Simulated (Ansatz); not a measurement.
Results of PBEsol (Ansatz, an electronic-structure program, plane waves, PAW) for PdCl₂ (P2₁/c, No. 14, 6 atoms in the cell; start mp-1018891).

Settings: plane-wave cutoff 500 eV, 8×10×8 k mesh (along the axes of the cell as run), gaussian smearing 0.02 eV, scalar-relativistic PAW data made under PBE.

Cell (relaxed at this level):

```
CELL_PARAMETERS angstrom
      5.73739     0.00000    -0.09785
      0.00000     4.27429     0.00000
     -2.07297     0.00000     5.84970
ATOMIC_POSITIONS crystal
  Pd 0.00000 0.00000 0.50000
  Pd 0.00000 0.50000 0.00000
  Cl 0.23066 0.17057 0.28682
  Cl 0.76934 0.82943 0.71318
  Cl 0.76934 0.67057 0.21318
  Cl 0.23066 0.32943 0.78682
```

**Question.** Give the computed band gap.

**Answer.** 
* **band gap**: 0.62 eV (on the SCF k mesh)

Note: the relaxation could not lower the start's symmetry, so the cell can be a saddle point above a distorted one; the cell has widely spaced layers and the level no dispersion term, so their spacing and the moduli can rest on weak binding.

Spin–orbit coupling is not included.

Computed values are for the static lattice.

The result took roughly 14 core-minutes.

A start named mp-… is a Materials Project structure, which need not be a measured phase.
